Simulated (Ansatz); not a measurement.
V: V → Fe

The reference is V in the bcc (W type) structure (space group Im-3m, No. 229; a = 2.959 Å).

The change: every V is replaced by Fe, then cell and atoms are relaxed.

Calculations: PBEsol (Ansatz, an electronic-structure program; PAW; 420 eV plane waves; no SOC). Γ-centred 23×23×23 mesh, Fermi–Dirac width 0.05 eV, for the changed cell.

| quantity | base | changed | shift |
|---|---|---|---|
| volume per atom | 12.95 Å³ | 10.82 Å³ | -2.13 Å³ |
| density | 6.53 g/cm³ | 8.57 g/cm³ | +2.04 g/cm³ |
| lattice parameter a | 2.959 Å | 2.787 Å | -0.172 Å |
| space group | Im-3m (No. 229) | Im-3m (No. 229) | – |
| shortest interatomic distance | 2.562 Å | 2.414 Å | -0.1487 Å |
| band gap | zero | zero | – |
| magnetic state | non-magnetic | ferromagnetic | – |
| largest site moment | 0.00 μB | 2.12 μB | +2.12 μB |

Final structure:

```
Fe
1.0
   -1.39350     1.39350     1.39350
    1.39350    -1.39350     1.39350
    1.39350     1.39350    -1.39350
Fe
1
Direct
  0.00000   0.00000   0.00000
```

The magnetic state is the one reached from the starting moments; the real material's order can differ, and small cells can't hold many antiferromagnetic ones. Whether these cells are dynamically stable was not tested. Seeded moments were not kept for the base. Spin-polarised in the final run: Fe; the other runs are not.
